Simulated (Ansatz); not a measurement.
BN (F-43m), r2SCAN, rigid bands in Ansatz (a first-principles code): N_v = 8.29e19 cm⁻³ at 300 K and a hole conductivity mass of 0.675 mₑ.

For 1e16 holes per cm³ at 300 K, place the Fermi level, estimate the Seebeck coefficient of a parabolic band with constant τ, and give mobility and conductivity for τ = 50 fs.

The level lies k_BT ln(N_v/p) = 0.233 eV above the valence-band maximum. S ≈ +(k_B/e)[ln(N_v/p) + 5/2] = 993 μV/K, against 989 μV/K from the full bands (mean over directions). μ = eτ/m = 130 cm²/(V·s) and σ = peμ = 0.209 S/cm. τ is assumed, not computed.

Band transport and this doping are assumed; polarons and phonon drag are left out. Spin-orbit coupling is left out. Geometry: cell and atoms relaxed with PBEsol.
